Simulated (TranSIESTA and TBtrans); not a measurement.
Run with TranSIESTA and TBtrans (open boundaries, self-consistent; PseudoDojo norm-conserving potentials, scalar-relativistic): PAO.BasisSize DZP, PAO.EnergyShift 0.15 eV, XC.Authors PBE, Mesh.Cutoff 200 Ry, ElectronicTemperature 300 K, TS.Voltage 0.0 eV, TBT.Elecs.Eta 0.001 eV, no spin polarisation.

Junction: Ga chain with one bond stretched by 2.0 Å. Leads: straight Ga chain, spacing 2.422 Å. Geometry: as built, not relaxed.

Task: Predict: conductance at 300 K (G0 = 2e²/h); thermopower (μV/K); mean T from −0.5 to 0.5 eV.

Result: conductance at 300 K (G0 = 2e²/h): 0.17; thermopower (μV/K): -6.0; mean T from −0.5 to 0.5 eV: 0.12. The straight chain is held at its spacing; free chains may zigzag or dimerise. No spin-polarised start was tried, so a magnetic state, if there is one, is missed.
